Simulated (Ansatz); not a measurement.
1T (CdI2-type) MnI2, treated with B3LYP (VWN-RPA form) (Ansatz, a quantum-chemistry and plane-wave program, PAW).

Run with plane-wave cutoff 460 eV, 6×6×4 k mesh (along the axes of the cell as run), Fermi–Dirac smearing 0.01 eV, spin-polarised with parallel moments, scalar-relativistic PAW data made under PBE.

Cell (measured lattice):

```cif
data_I2Mn
_chemical_formula_sum 'Mn1 I2'
_space_group_name_H-M_alt 'P 1'
_space_group_IT_number 1
_cell_length_a 4.16000
_cell_length_b 4.16000
_cell_length_c 6.82000
_cell_angle_alpha 90.000
_cell_angle_beta 90.000
_cell_angle_gamma 120.000
loop_
_space_group_symop_operation_xyz
  'x, y, z'
loop_
_atom_site_label
_atom_site_type_symbol
_atom_site_fract_x
_atom_site_fract_y
_atom_site_fract_z
_atom_site_occupancy
Mn1 Mn 0.00000 0.00000 0.00000 1
I1 I 0.33333 0.66667 0.23420 1
I2 I 0.66667 0.33333 0.76580 1
```
Starting moments (μB, in the order of the record's atoms Mn I I): 4.0 0.0 0.0.

Question: Estimate the band gap, smallest direct gap on the k points sampled and Γ–Γ gap that the calculation returns.

Answer: 
- band gap = 3.25 eV (on the SCF k mesh)
- smallest direct gap on the k points sampled = 3.38 eV
- Γ–Γ gap = 3.82 eV

Note: the magnetic order was assumed, not searched for or taken from measurement; cell and atoms aren't relaxed at this level (largest force component 0.44 eV/Å, pressure 3.3 GPa).

Spin–orbit coupling is not included; with these elements it can move the gap by several tenths of an eV or more.

Computed values are for the static lattice.

Computing time: very roughly 9 core-minutes.
